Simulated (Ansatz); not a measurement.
Stishovite (SiO2), treated with Hartree–Fock (PAW; Ansatz, a program for electronic structure).

Run with plane-wave cutoff 460 eV, 6×6×8 k mesh (along the axes of the cell as run), Fermi–Dirac smearing 0.01 eV, scalar-relativistic PAW data made under PBE.

The cell has the measured lattice parameters. Conventional cell: a = 4.1790 Å, b = 4.1790 Å, c = 2.6649 Å, α = 90.00°, β = 90.00°, γ = 90.00°.

```
CELL_PARAMETERS angstrom
      4.17900     0.00000     0.00000
      0.00000     4.17900     0.00000
      0.00000     0.00000     2.66490
ATOMIC_POSITIONS crystal
  Si 0.00000 0.00000 0.00000
  Si 0.50000 0.50000 0.50000
  O  0.30566 0.30566 0.00000
  O  0.80566 0.19434 0.50000
  O  0.19434 0.80566 0.50000
  O  0.69434 0.69434 0.00000
```

List the 19 lowest band energies at Γ above −25 eV (eV, relative to the valence band maximum), grouping those that round alike.

At Γ: -24.63 (×2), -24.18, -12.61, -7.61, -7.27 (×2), -5.74, -5.18, -2.88 (×2), -2.06, -0.66 (×2), 0.00, 17.99, 18.60, 20.78 (×2).

Note: the run warned that its exchange threshold was loose for the stress; cell and atoms aren't relaxed at this level (largest force component 0.25 eV/Å, pressure -9.4 GPa).
